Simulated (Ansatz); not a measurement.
# BaZrS3 (Pnma, No. 62; structure not from a measured cell): band gap by level of theory

No measured value is used here.

```tsv
level (code)	value (eV)
LDA (Ansatz)	0.88
PBE+SOC (Ansatz)	0.96 (direct)
PBEsol (Ansatz)	0.92
HSE06 (Ansatz)	1.79
PBE0 (Ansatz)	2.44
```

Computed values are for a static lattice. Levels without +SOC have no spin–orbit coupling; where heavier elements are present it shifts gaps, mostly down, and can invert bands.  Values are at the PBEsol cell. Cutoffs and k meshes differ between the levels. Ansatz's density-functional and Hartree–Fock values are scalar-relativistic unless marked +SOC, with PAW data made under PBE.

Ansatz is a quantum-chemistry and plane-wave program.
